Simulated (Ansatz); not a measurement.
## ZnO under a change: pressure −2 GPa

Base system: ZnO in the wurtzite structure (space group P6_3mc, No. 186; a = 3.2796 Å, c = 5.2933 Å).

Perturbation: hydrostatic tension (pressure −2 GPa).

All numbers come from PBE in Ansatz (plane waves to 420 eV, PAW, without spin-orbit coupling). k-mesh 12×12×6 (Γ-centred); smearing 0.05 eV (Fermi–Dirac).

The volume per atom increases by 0.20 Å³ (12.33 Å³ → 12.53 Å³) and the density drops by 0.087 g/cm³, from 5.48 g/cm³ to 5.40 g/cm³. The lattice parameter a rises by 0.017 Å to 3.297 Å and the c/a ratio is still 1.614. The shortest interatomic distance goes up by 0.0107 Å, from 1.999 Å to 2.009 Å and the enthalpy H = E + PV relative to the base's energy amounts to -0.16 eV/atom. The band gap drops by 0.02 eV (0.74 eV → 0.72 eV) and the gap character remains direct at Γ. The mean gap deformation potential ΔEg/Δln V comes out as -1.5 eV and the electron mass becomes 0.13 mₑ (at Γ) (base: 0.14 mₑ (at Γ)). The valence-band top at Γ (three highest levels, from the VBM) becomes 0.00, 0.00, -0.07 eV (base: 0.00, 0.00, -0.08 eV).

Final structure:

```yaml
crystal:
  lattice:
    - [3.29694, 0.00000, 0.00000]
    - [-1.64847, 2.85523, 0.00000]
    - [0.00000, 0.00000, 5.32253]
  atoms:
    - { symbol: Zn, position: [0.66667, 0.33333, 0.00214] }
    - { symbol: Zn, position: [0.33333, 0.66667, 0.50214] }
    - { symbol: O, position: [0.66667, 0.33333, 0.62306] }
    - { symbol: O, position: [0.33333, 0.66667, 0.12306] }
```

Load acts through the strain it causes; cell and atoms are relaxed under it. Masses are band curvatures over ±0.01 Å⁻¹ around the edge. Stability against distortions was not tested.

Ansatz is a program for electronic structure.
